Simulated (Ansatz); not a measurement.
Consider Lu in the hcp (Mg type) structure (space group P6_3/mmc, No. 194; relaxed with 0.1 eV smearing).

```yaml
crystal:
  lattice:
    - [3.44317, 0.00000, 0.00000]
    - [-1.72159, 2.98188, 0.00000]
    - [0.00000, 0.00000, 5.36685]
  atoms:
    - { symbol: Lu, position: [0.66667, 0.33333, 0.75000] }
    - { symbol: Lu, position: [0.33333, 0.66667, 0.25000] }
```

Calculations: Kohn–Sham DFT with the PBEsol functional, run in Ansatz (a quantum-chemistry and plane-wave program) with PAW and 420 eV plane waves, spin-orbit coupling left out.

Strains are applied to the cell and any free atomic positions relax.

One change was made to it. Results:

The energy goes up by 0.9 meV/atom; the pressure (mean of the normal stresses, compression positive) goes from zero to -0.7 GPa.

Task: What was done to the base?
A. isotropic strain +2.50 %
B. isotropic strain +0.50 %
C. isotropic strain −2.00 %
D. isotropic strain +2.00 %

Result: B, isotropic strain +0.50 %. For comparison, the energy relative to the base in the other runs: isotropic strain +2.00 % gives +15 meV/atom; isotropic strain +2.50 % gives +23 meV/atom; isotropic strain −2.00 % gives +16 meV/atom.

Whether these cells are dynamically stable was not tested.
